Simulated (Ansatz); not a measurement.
Base system: CdSe in the wurtzite structure (space group P6_3mc, No. 186; a = 4.383 Å, c = 7.154 Å). Axes: x lies along a and z along c of the hexagonal cell.

The values are results of PBE/PAW in Ansatz (a program for electronic structure), no spin-orbit coupling, not measurements.

The change: the cell is scaled by 0.9880 in all directions; the atoms relax in the strained cell.

### Question
Predict the stress tensor and what it implies for the stiffness.

### Answer
Stress of the strained cell less that of the base (GPa, compression positive):
```
   1.76    0.00    0.00
   0.00    1.76    0.00
   0.00    0.00    1.76
```

Then B = −ΔP/(ΔV/V₀) with ΔV/V₀ = -0.0356 gives secant stiffness values (nonlinear terms included at this strain): B (at held cell shape, above the free-shape value) ≈ 49 GPa.

As a check, the harmonic strain energy −½ V₀ Δσ:ε is 5.9 meV/atom; the computed energy rise is 5.6 meV/atom.

Whether these cells are dynamically stable was not tested.
